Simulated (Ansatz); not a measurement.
**A computed series for MoP: pressure series**

The parent structure is MoP (space group P-6m2, No. 187; a = 3.206 Å, c = 3.174 Å).

Cell and atoms are relaxed at each pressure.

Calculations: PBEsol (Ansatz, an electronic-structure program; PAW; 420 eV plane waves; no spin-orbit coupling).

| P (GPa) | V (Å³/atom) |
|---|---|
| -2.00 | 14.252 |
| -1.00 | 14.189 |
| 1.80 | 14.021 |
| 4.20 | 13.885 |
| 8.99 | 13.633 |
| 18.00 | 13.216 |
| 30.00 | 12.745 |
| 45.00 | 12.256 |
| 60.00 | 11.843 |

Problem. Fit a third-order Birch–Murnaghan equation of state.

Solution. Least squares on P(V) = (3B₀/2)[(V₀/V)^(7/3) − (V₀/V)^(5/3)]·[1 + (3/4)(B₀′ − 4)((V₀/V)^(2/3) − 1)] gives V₀ = 14.13 Å³/atom, B₀ = 234 GPa and B₀′ = 4.2.

Load acts through the strain it causes; cell and atoms are relaxed under it. Stability against distortions was not tested. Competing high-pressure phases were not computed. The final runs are not spin-polarised. An odd electron count without spin: MoP.
